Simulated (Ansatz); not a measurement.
# Effect of isotropic strain −2.62 % on ZnS

Consider ZnS in the wurtzite structure (space group P6_3mc, No. 186; a = 3.807 Å, c = 6.246 Å).

It is then changed as follows: an isotropic linear strain of −2.62 %, atoms relaxed at fixed cell.

Computed with Ansatz (a program for electronic structure) r2SCAN, spin-orbit coupling left out, earlier PAW set. k-mesh 10×10×6 (Γ-centred); smearing 0.05 eV (Fermi–Dirac).

| quantity | base | changed | shift |
|---|---|---|---|
| volume per atom | 19.60 Å³ | 18.10 Å³ | -1.50 Å³ |
| shortest interatomic distance | 2.334 Å | 2.274 Å | -0.060 Å |
| energy relative to the base (free energy F) | 0 meV/atom | +32 meV/atom | +32 meV/atom |
| band gap | 2.77 eV | 3.16 eV | +0.384 eV |
| gap character | direct at Γ | direct at Γ | – |
| mean gap deformation potential ΔEg/Δln V | – | -4.8 eV | – |
| width of the top valence band | 2.18 eV | 2.47 eV | +0.281 eV |
| electron mass | 0.18 mₑ along c, 0.21 mₑ across (at Γ) | 0.19 mₑ along c, 0.22 mₑ across (at Γ) | – |
| valence-band top at Γ (three highest levels, from the VBM) | 0.00, 0.00, -0.08 eV | 0.00, 0.00, -0.10 eV | – |

Effective masses come from finite differences of ±0.01 Å⁻¹. Whether these cells are dynamically stable was not tested.
